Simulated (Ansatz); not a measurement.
# Ansatz run on Ag3Au (I4mm, 4 atoms in the cell): self-consistent single point

Level of theory: PBEsol, default PAW files made with PBE (plane waves; Ansatz, an electronic-structure program).

The input file:

Ansatz 0.2 input:
```yaml
# Ag3Au
crystal:
  lattice:
    - [-2.053322, 2.053322, 4.085307]
    - [2.053322, -2.053322, 4.085307]
    - [2.053322, 2.053322, -4.085307]
  atoms:
    - { symbol: Ag, position: [0.750000, 0.250000, 0.500000] }
    - { symbol: Ag, position: [0.250000, 0.750000, 0.500000] }
    - { symbol: Ag, position: [0.506119, 0.506119, 0.000000] }
    - { symbol: Au, position: [0.000000, 0.000000, 0.000000] }
basis:
  ecutwfc: 420.0
kpoints:
  mp_grid: { grid: [8, 8, 8] }
hamiltonian:
  xc: pbesol
  pseudopotentials: { kind: paw }
scf:
  occupations: { method: gaussian, width: 0.1 }
output:
  forces: true
  eigenvalues: true
  stress: true
```

Output, abridged:

```
WARN ansatz: RAYON_NUM_THREADS=1 ignored (pool sized by the plan → 1); use --threads N
Pseudopotentials: kind: paw
Pseudopotential: Ag, paw, valence charge 19
Pseudopotential: Au, paw, valence charge 19
Crystal: 4 atoms, lattice volume = 68.897 Å³
Basis set: ecut = 420 eV, 1329 PW (Γ), exchange–correlation on 72×72×72 points (8 copies of the dense FFT grid, shifted against one another)
Bands: 46, of which v1, the nominal top of the filled ones, is band 38 counted from 1 (37 counted from 0)
Symmetry: 8 space group operations
Space group: I4mm (ITA 107), of the structure as read, at distance tolerance 4.1e-5 Å
k-points: 59 of 512 (time reversal used)
PAW frozen core: Ag, regenerated for the run's functional, and the local potential with it
PAW frozen core: Au, regenerated for the run's functional, and the local potential with it
Initial density: superposition of atomic densities (neutral atoms: chi_scale 0, normalization atom), corrected by the library's trained network
Initial wavefunctions: pseudopotential atomic-orbital guess
Eigensolver: davidson
Functional: x = pbesol(κ = 0.804, μ = 0.12345679012345678), c = pbesol(β = 0.046)
SCF iter   1: F=—  HF=-35574.006575 eV  |F-HF|=—  |Δ(HF+E_count)|=         —  Δρ=9.40e-3  dr2=5.78e-2  ethr=1.77e-3  ⟨swp⟩=5.8  Hψ=8750  notcnv=0  defer=56
all-band conjugate gradients solve this SCF's bands
preconditioner: auto → Kerker (q_TF=auto, 2.773 Å⁻¹)
SCF iter   2: F=—  HF=-35573.992741 eV  |F-HF|=—  |Δ(HF+E_count)|=   1.38e-2  Δρ=2.56e-3  dr2=4.13e-3  ethr=7.60e-5  ⟨swp⟩=2.7  Hψ=5090  notcnv=0  defer=67
SCF iter   3: F=—  HF=-35573.991636 eV  |F-HF|=—  |Δ(HF+E_count)|=   1.11e-3  Δρ=1.02e-3  dr2=4.09e-4  ethr=5.43e-6  ⟨swp⟩=2.0  Hψ=3305  notcnv=0  defer=67
SCF iter   4: F=—  HF=-35573.991572 eV  |F-HF|=—  |Δ(HF+E_count)|=   6.37e-5  Δρ=1.71e-4  dr2=1.22e-5  ethr=5.38e-7  ⟨swp⟩=2.9  Hψ=5159  notcnv=0  defer=67
SCF iter   5: F=—  HF=-35573.991549 eV  |F-HF|=—  |Δ(HF+E_count)|=   2.24e-5  Δρ=5.06e-5  dr2=1.24e-6  ethr=1.61e-8  ⟨swp⟩=2.8  Hψ=4794  notcnv=0  defer=67
SCF iter   6: F=—  HF=-35573.991550 eV  |F-HF|=—  |Δ(HF+E_count)|=   1.56e-7  Δρ=1.73e-5  dr2=2.33e-7  ethr=1.63e-9  ⟨swp⟩=2.6  Hψ=4672  notcnv=0  defer=67
SCF iter   7: F=-35573.991550 eV  HF=-35573.991550 eV  |F-HF|=2.54e-8  |Δ(HF+E_count)|=   3.13e-8  Δρ=8.03e-6  dr2=3.65e-8  ethr=1.32e-10  ⟨swp⟩=8.7  Hψ=11119  notcnv=0
SCF 1 converged in 7 iterations: F = -35573.991550 eV  dr2 = 3.65e-8
SCF converged after 7 iterations
Free energy (F): -35573.991550 eV
Harris-Foulkes:  -35573.991550 eV  (|F-HF|=2.54e-8)
Internal energy: -35573.986438 eV  (E = F + TS)
E sigma→0 (E₀):  -35573.988994 eV
Entropy (-TS):   -0.005111 eV (-1.278 meV/atom)
Fermi energy:    17.718265 eV
--- Per-component energies (eV) ---
  E_band       = -936.188468
  E_kinetic    = 2185.354311
  E_local      = -8354.035720  (includes V_loc(G=0)·N_el)
  E_nonlocal   = 325.218613
  E_hartree    = 3740.769905
  E_xc         = -777.136445
  E_vxc        = -977.042542  (∫ρ·V_xc dr)
  E_paw        = -21069.343823  (= ΣΔE_a)
  E_vpaw       = -1597.229078  (= ΣTr[D̂ρ^β])
  E_aug_tail   = 0.002367  (compensation charges beyond the density's cutoff)
  E_ewald      = -11626.093343
  E_core_change = 1.277696  (= ΣΔE_core)
  E_smearing   = -0.005111  (= −TS)
  E_closure    = -0.000000  (closes the sum)
  Σ components = -35573.991550   (vs F -35573.991550, Δ=0.00e0)
--- Forces (eV/Å), atoms counted from 1 ---
  atom   1  Ag     0.00000000    -0.00000000     0.13252003
  atom   2  Ag    -0.00000000    -0.00000000     0.13252003
  atom   3  Ag     0.00000000    -0.00000000    -0.23595468
  atom   4  Au    -0.00000000     0.00000000    -0.02907918
  max |Σ_I F_I| component: 6.21e-6 eV/Å
--- Stress (GPa, compression-positive) ---
       -3.493428       0.000000       0.000000
        0.000000      -3.493428       0.000000
        0.000000      -0.000000      -3.446501
  P = ⅓ Tr σ = -3.4778 GPa (-34.778 kbar)
  The stress holds the Pulay correction. Without it, at fixed plane waves, as pw.x and ABINIT print it: P = -3.5217 GPa
--- Band table (eV; the first three rows and the last of 59) ---
  k-point 0: bands = ["-87.6930", "-74.0701", "-74.0540", "-74.0500", "-39.0900", "-39.0840", "-39.0840", "-37.6209", "-37.5998", "-37.5998", "-37.5724", "-37.5724", "-37.5495", "-37.5130", "-37.5130", "-37.5129", "9.3937", "11.2663", "11.4401", [...]
  k-point 1: bands = ["-87.6930", "-74.0692", "-74.0541", "-74.0508", "-39.0899", "-39.0843", "-39.0834", "-37.6247", "-37.5944", "-37.5897", "-37.5778", "-37.5736", "-37.5430", "-37.5245", "-37.5150", "-37.5124", "9.7186", "11.4239", "11.6247", [...]
  k-point 2: bands = ["-87.6930", "-74.0669", "-74.0545", "-74.0527", "-39.0896", "-39.0853", "-39.0831", "-37.6311", "-37.5922", "-37.5847", "-37.5768", "-37.5581", "-37.5487", "-37.5323", "-37.5214", "-37.5114", "10.5844", "11.7410", "11.9644", [...]
  k-point 58: bands = ["-87.6930", "-74.0640", "-74.0601", "-74.0501", "-39.0877", "-39.0845", "-39.0845", "-37.6164", "-37.6164", "-37.5767", "-37.5610", "-37.5486", "-37.5445", "-37.5445", "-37.5237", "-37.5237", "11.0479", "11.2515", "11.3701", [...]
```

The run converged in 7 iterations.

The starting cell comes from a database of computed structures (which also holds hypothetical and non-ambient phases and stackings), without a prior relaxation at this level. Its lattice was rescaled by up to half a per cent. One atom was moved a little off its site on purpose. Spin-orbit coupling is off. With a pressure of about -3 GPa the cell is away from its equilibrium volume at this level. Ansatz's pressure includes its estimate of the finite-basis (Pulay) stress.
